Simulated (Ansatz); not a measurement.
Seebeck coefficient (μV/K, mean over directions) of p-type AlP (F-43m) against carrier density, HSE06 with spin-orbit coupling, rigid bands (Ansatz, a program for electronic structure). Computed gap 2.26 eV; densities at which minority carriers matter at this gap, or further valleys turn the trend, are left out. Conductivity mass 0.67 mₑ (harmonic mean over directions), N_v = 5.1e19 cm⁻³ at 300 K.

```tsv
hole density	300 K	500 K
1e16 cm⁻³	983	1055
1e17 cm⁻³	784	857
1e18 cm⁻³	586	…
3e18 cm⁻³	492	564
1e19 cm⁻³	389	461
3e19 cm⁻³	298	…
1e20 cm⁻³	205	267
3e20 cm⁻³	129	181
1e21 cm⁻³	63	…
```

Task: Some entries are withheld; supply them.

Result: 
- 1e18 cm⁻³, 500 K: 658
- 3e19 cm⁻³, 500 K: 367
- 1e21 cm⁻³, 500 K: 100

Rigid bands with a gap fixed in temperature, one relaxation time for all states, no polarons or phonon drag, and whether or not such doping can be reached. Geometry: cell and atoms relaxed with PBEsol.
